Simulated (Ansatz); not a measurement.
Short convergence ladders for TiAl3 (I4/mmm, 4 atoms in the cell)

```
TiAl3
1.0
   -1.90537     1.90537     4.26783
    1.90537    -1.90537     4.26783
    1.90537     1.90537    -4.26783
Ti Al
1 3
Direct
  0.00000   0.00000   0.00000
  0.50000   0.50000   0.00000
  0.75000   0.25000   0.50000
  0.25000   0.75000   0.50000
```

Base method: LDA (PW92), default PAW files made with PBE (plane waves; Ansatz, a program for electronic structure).

Base settings: basis.ecutwfc = 420 eV; kpoints.mp_grid.grid = 12 12 12; hamiltonian.xc = lda; hamiltonian.pseudopotentials = {kind: paw} (the program's default PAW files); scf.occupations.method = gaussian; scf.occupations.width = 0.1 eV.

The count of work is k-points × plane waves × bands × iterations; it is no time. Core times come from one kind of shared machine, to one figure; runs under 30 s give none.

**Zone-centre phonons against the cutoff**

In this ladder: phonons.method = dfpt.

The mesh stays at the base's, so the ladder's end is converged at best in this setting alone.

Frequencies are those of the unrelaxed cell, without the LO-TO term of polar crystals.

Only quantities that move along the ladder and can be compared are tabulated.

```csv
basis.ecutwfc,highest zone-centre frequency (cm⁻¹),lowest optical frequency (cm⁻¹),core time / last (rough)
210 eV,341.1,144.2,0.2
250 eV,337.9,206.2,0.3
295 eV,351.0,206.8,0.3
355 eV,341.9,197.4,0.4
420 eV,342.0,198.3,0.5
505 eV,342.1,198.4,0.7
630 eV,342.0,198.4,1
```

Coarsest basis.ecutwfc that holds the lowest optical frequency within 5 cm⁻¹ of the last step, with all finer ones: 355 eV, at about 0.4 of the last step's time; the step before is off by 8.3 cm⁻¹.

Coarsest basis.ecutwfc that holds the highest zone-centre frequency within 2 cm⁻¹ of the last step, with all finer ones: 355 eV, at about 0.4 of the last step's time; the step before is off by 9.0 cm⁻¹.

**Zone-centre phonons against the mesh**

In this ladder: phonons.method = dfpt.

Frequencies are those of the unrelaxed cell, without the LO-TO term of polar crystals.

Only quantities that move along the ladder and can be compared are tabulated.

```tsv
kpoints.mp_grid.grid	highest zone-centre frequency (cm⁻¹)	lowest optical frequency (cm⁻¹)	core time / last (rough)
3 3 3	337.0	191.2	–
4 4 4	344.6	198.8	–
5 5 5	342.8	197.0	–
6 6 6	342.9	195.9	0.03
8 8 8	342.3	198.7	0.05
14 14 14	342.0	198.6	0.2
22 22 22	342.1	198.5	1
```

Coarsest kpoints.mp_grid.grid that holds the highest zone-centre frequency within 2 cm⁻¹ of the last step, with all finer ones: 5 5 5; the step before is off by 2.6 cm⁻¹.

Coarsest kpoints.mp_grid.grid that holds the lowest optical frequency within 2 cm⁻¹ of the last step, with all finer ones: 8 8 8, at about 0.05 of the last step's time; the step before is off by 2.6 cm⁻¹.

**The size of a vacancy's supercell**

On TiAl3 (I4/mmm, 8 atoms in the cell), and larger cells.

Steps: 2 x 1 x 1 supercell, one Al atom taken out, nothing relaxed; 2 x 2 x 1 supercell, one Al atom taken out, nothing relaxed; and so on, with the mesh thinned in proportion.

Only quantities that move along the ladder and can be compared are tabulated.

```tsv
atoms	energy of the cell with the vacancy less the whole one (holds the removed atom on the program's zero: only its change counts) (eV)	count of work / last	core time / last (rough)
8	515.594	0.43	0.3
16	515.498	1.1	0.8
32	515.502	1.0	1
```

Smallest size that holds the energy of the cell with the vacancy less the whole one (holds the removed atom on the program's zero: only its change counts) within 0.05 eV of the last step, with all finer ones: 16; the step before is off by 0.091 eV.

On the base run: the starting cell comes from a database of computed structures (which also holds hypothetical and non-ambient phases and stackings), without a prior relaxation at this level. Its lattice was rescaled by up to half a per cent. Spin polarisation is off.

Keys are those of Ansatz 0.2.
